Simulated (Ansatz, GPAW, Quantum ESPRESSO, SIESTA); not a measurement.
One structure in several programs: Hf3Co (Pm-3m, 4 atoms in the cell)

Self-consistent single point.

```
CELL_PARAMETERS angstrom
      4.24227     0.00000     0.00000
      0.00000     4.24227     0.00000
      0.00000     0.00000     4.24227
ATOMIC_POSITIONS crystal
  Hf 0.00000 0.50000 0.50000
  Hf 0.50000 0.00000 0.50000
  Hf 0.50000 0.50000 0.00000
  Co 0.00000 0.00000 0.00000
```
Moments meant for the start (each program seeds them in its own way; μB, in the order of the atoms Hf Hf Hf Co): 0.0 0.0 0.0 3.0.

All programs got the same cell, k-point mesh and kind of occupations, and the same starting moments (in Ansatz's words: kpoints.mp_grid.grid = 6 6 6; magnetization.spin_polarized = true; scf.occupations.method = gaussian; scf.occupations.width = 0.0073 Ry); potentials, basis and cutoffs are each program's usual ones.

| code | model | pressure (GPa) | k-points | cutoff |
|---|---|---|---|---|
| Ansatz | LDA (PW92), PAW files made with PBE | -10.06 | 20 | 30.9 Ry |
| Quantum ESPRESSO | LDA (PZ), PSlibrary PAW (LDA) pseudopotentials | -11.50 | 20 | 55 Ry |
| GPAW | LDA (Perdew-Wang 92), GPAW PAW datasets LDA (gpaw-data 1.0.1) | -9.71 | 20 | 800 eV |
| SIESTA | LDA PW92, numerical atomic orbitals TZP, PseudoDojo LDA standard norm-conserving potentials (rewritten from UPF to PSML) | -13.36 | 132 | grid 350 Ry |

The spread over the programs that give each value: pressure within 3.65 GPa.

The starting cell comes from a database of computed structures (which also holds hypothetical and non-ambient phases and stackings), without a prior relaxation at this level. On Ansatz's run: Spin-orbit coupling is off. The starting moments vanished: the run ended non-magnetic, which need not be the lowest state. The program warned that a starting moment was not kept. In the base run, with a pressure of about -10 GPa the cell is away from its equilibrium volume at this level.

Q: Why do the programs differ, and what cannot be compared?

A: Differences of this kind can come from the potentials, where these differ, and from what each basis and cutoff leave unconverged. The valence holds different numbers of electrons (Ansatz (a program for electronic structure) 95, Quantum ESPRESSO 45, GPAW 45, SIESTA 53). The zero of total energies and Fermi levels follows the potentials and each program's conventions, so they are not compared here. SIESTA uses small atom-centred bases, whose incompleteness enters pressures, forces and empty levels differently from a plane-wave cutoff. Ansatz's pressure is given at a fixed set of plane waves, as the other plane-wave codes print theirs; with its correction for the finite basis it is -10.01 GPa. Ansatz's smearing width was typed in Ry to four decimals, so it matches the others to a few per cent. The same LDA comes in different parametrisations, which differ slightly. The programs reduce the same mesh by symmetry to different extents, which changes the work and not the result. In the pressure, Quantum ESPRESSO (by 1.44) and SIESTA (by 3.30) lie more than 1 GPa from the median of the plane-wave programs.

Left out of this page: ABINIT (with a known weakness of the program); Elk and FLEUR (not drawn, or without a comparable value).

Keys are those of Ansatz 0.2.
